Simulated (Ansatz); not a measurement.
```
ZnSe
1.0
    4.00568     0.00000     0.00000
    0.00000     4.00568     0.00000
    2.00284     2.00284     2.83244
Zn Se
1 1
Direct
  0.00000   0.00000   0.00000
  0.25000   0.75000   0.50000
```

Space group of this cell: F-43m, zinc blende. The cell is taken as given.

The numbers are results of r2SCAN (plane waves, PAW; Ansatz, a first-principles code), not measurements.

The current runs along the normal of the first two printed vectors; no spin-orbit coupling. Scaled by the factor s: both lengths across the current (ions clamped). Meshes 10×10×10 and 8×8 across the current in all rows.

```json
[
 {"s": "0.98", "mean pressure (GPa)": "2.9", "band gap (eV)": "?"},
 {"s": "1.00", "mean pressure (GPa)": "0.0", "band gap (eV)": "1.87"},
 {"s": "1.02", "mean pressure (GPa)": "-2.4", "band gap (eV)": "1.65"}
]
```

Q: Take the slope of the band gap against ln s from the two given rows, extrapolate to s = 0.98, and say what the run there gives.

A: Slope = (1.65 − 1.87) / ln 1.02 = -11.1 eV. The line gives 1.87 + (-11.1) × ln 0.98 = 2.09 eV. The run gives 2.02 eV, 0.07 eV under the line, 33 % of the predicted step.
